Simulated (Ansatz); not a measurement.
We consider Mo (model structure, started from the simple cubic type, Pm-3m, No. 221, 1 atom in the cell), described by r²SCAN in Ansatz (plane waves, PAW).

Run with plane-wave cutoff 560 eV, 22×22×22 k mesh, Fermi–Dirac smearing 0.05 eV, no spin polarisation, scalar-relativistic PAW data made under PBE.

Cell (relaxed at this level):

```cif
data_Mo
_chemical_formula_sum 'Mo1'
_space_group_name_H-M_alt 'Pm-3m'
_space_group_IT_number 221
_space_group_name_Hall '-P 4 2 3'
_cell_length_a 2.58710
_cell_length_b 2.58710
_cell_length_c 2.58710
_cell_angle_alpha 90.000
_cell_angle_beta 90.000
_cell_angle_gamma 90.000
loop_
_atom_site_label
_atom_site_type_symbol
_atom_site_symmetry_multiplicity
_atom_site_Wyckoff_symbol
_atom_site_fract_x
_atom_site_fract_y
_atom_site_fract_z
_atom_site_occupancy
Mo1 Mo 1 a 0.00000 0.00000 0.00000 1
```

Q: Give the computed bulk modulus.

A: 
- bulk modulus = 199 GPa

Note: the run has no spin polarisation, so it can have missed a magnetic state; the bulk modulus is −V dP/dV from two relaxed cells at ±2 % in volume; the relaxation could raise the start's symmetry but not lower it, so the cell can be a saddle point.

Computed values are for the static lattice.

The result took roughly 30 core-seconds.

A model structure was made by putting elements into a prototype or built by hand; it is no filed structure, need not be a known phase, and can be a saddle point held by its symmetry.

Ansatz is a quantum-chemistry and plane-wave program.
